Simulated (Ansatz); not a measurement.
A self-consistent single point of RbAu₅ (P6mm, 6 atoms in the cell) with Ansatz (a program for electronic structure).

Method: PBEsol, default PAW files made with PBE (plane waves; Ansatz).

The change in words: lattice scaled by 0.98; kpoints.mp_grid.grid: 7 7 7 → 9 9 10; scf.occupations.width: 0.1 eV → 0.05 eV. Reference geometry:
```yaml
crystal:
  lattice:
    - [5.84731, 0.00000, 0.00000]
    - [-2.92366, 5.06392, 0.00000]
    - [0.00000, 0.00000, 4.52333]
  atoms:
    - { symbol: Rb, position: [0.00000, 0.00000, 0.01105] }
    - { symbol: Au, position: [0.66667, 0.33333, 0.00000] }
    - { symbol: Au, position: [0.33333, 0.66667, 0.00000] }
    - { symbol: Au, position: [0.50000, 0.00000, 0.50000] }
    - { symbol: Au, position: [0.50000, 0.50000, 0.50000] }
    - { symbol: Au, position: [0.00000, 0.50000, 0.50000] }
```

Reference input (self-consistent single point, DFT, PBEsol, plane waves, default PAW files made with PBE): basis.ecutwfc = 420 eV; kpoints.mp_grid.grid = 7 7 7; hamiltonian.xc = pbesol; hamiltonian.pseudopotentials = {kind: paw} (the program's default PAW files); scf.occupations.method = fermi_dirac; scf.occupations.width = 0.1 eV. This run's input differs from it in these lines:

Ansatz 0.2 input:
```diff
@@ -2,5 +2,5 @@
   lattice:
-    - [5.847311, 0.000000, 0.000000]
-    - [-2.923656, 5.063920, 0.000000]
-    - [0.000000, 0.000000, 4.523334]
+    - [5.730365, 0.000000, 0.000000]
+    - [-2.865183, 4.962642, 0.000000]
+    - [0.000000, 0.000000, 4.432867]
   atoms:
@@ -15,3 +15,3 @@
 kpoints:
-  mp_grid: { grid: [7, 7, 7] }
+  mp_grid: { grid: [9, 9, 10] }
 hamiltonian:
@@ -20,3 +20,3 @@
 scf:
-  occupations: { method: fermi_dirac, width: 0.1 }
+  occupations: { method: fermi_dirac, width: 0.05 }
 output:
```

Output, abridged:

```
SCF iter   1: F=—  HF=-68253.391040 eV  |F-HF|=—  |Δ(HF+E_count)|=         —  Δρ=5.30e-3  dr2=3.91e-2  ethr=1.77e-3  ⟨swp⟩=6.3  Hψ=17512  notcnv=0  defer=50
all-band conjugate gradients solve this SCF's bands
preconditioner: auto → Kerker (q_TF=auto, 2.642 Å⁻¹)
SCF iter   2: F=—  HF=-68253.383611 eV  |F-HF|=—  |Δ(HF+E_count)|=   7.43e-3  Δρ=2.31e-3  dr2=8.48e-3  ethr=3.76e-5  ⟨swp⟩=2.3  Hψ=7224  notcnv=0  defer=164
   [... lines left out ...]
SCF iter   5: F=—  HF=-68253.381556 eV  |F-HF|=—  |Δ(HF+E_count)|=   6.40e-5  Δρ=1.46e-4  dr2=5.66e-5  ethr=3.09e-7  ⟨swp⟩=2.0  Hψ=6373  notcnv=0  defer=164
SCF iter   6: F=—  HF=-68253.381523 eV  |F-HF|=—  |Δ(HF+E_count)|=   3.33e-5  Δρ=6.60e-5  dr2=6.51e-6  ethr=5.45e-8  ⟨swp⟩=2.0  Hψ=6488  notcnv=0  defer=164
SCF iter   7: F=—  HF=-68253.381524 eV  |F-HF|=—  |Δ(HF+E_count)|=   1.14e-6  Δρ=2.03e-5  dr2=5.96e-7  ethr=6.26e-9  ⟨swp⟩=2.0  Hψ=6549  notcnv=0  defer=164
SCF iter   8: F=-68253.381524 eV  HF=-68253.381524 eV  |F-HF|=3.96e-9  |Δ(HF+E_count)|=   2.22e-7  Δρ=5.01e-6  dr2=3.85e-8  ethr=9.62e-11  ⟨swp⟩=10.6  Hψ=21690  notcnv=0
SCF 1 converged in 8 iterations: F = -68253.381524 eV  dr2 = 3.85e-8
Free energy (F): -68253.381524 eV
Internal energy: -68253.372596 eV  (E = F + TS)
E sigma→0 (E₀):  -68253.377060 eV
Entropy (-TS):   -0.008929 eV (-1.488 meV/atom)
Fermi energy:    15.396120 eV
--- Forces (eV/Å), atoms counted from 1 ---
  atom   1  Rb    -0.00000000     0.00000000    -0.05256628
  atom   2  Au    -0.00000000    -0.00000000    -0.00896751
  atom   3  Au     0.00000000     0.00000000    -0.00896751
  atom   4  Au    -0.00000000    -0.00000000     0.02349520
  atom   5  Au    -0.00000000     0.00000000     0.02349520
  atom   6  Au    -0.00000000     0.00000000     0.02349520
--- Stress (GPa, compression-positive) ---
        1.180474      -0.000000       0.000000
       -0.000000       1.180474       0.000000
        0.000000      -0.000000       1.445060
  P = ⅓ Tr σ = 1.2687 GPa (12.687 kbar)
  The stress holds the Pulay correction. Without it, at fixed plane waves, as pw.x and ABINIT print it: P = 1.2347 GPa
```

The run converged in 8 iterations. Against the reference run the free energy falls by 12.8 meV/atom, the pressure goes from -4.24 to 1.27 GPa and the largest force goes from 0.042 to 0.053 eV/Å.

The starting cell comes from a database of computed structures (which also holds hypothetical and non-ambient phases and stackings), without a prior relaxation at this level. Its lattice was rescaled by up to half a per cent. One atom was moved a little off its site on purpose. For this run, on top of that: lattice scaled by 0.98. Ansatz's pressure includes its estimate of the finite-basis (Pulay) stress.

Cost on one core of a shared machine: roughly 40 s.
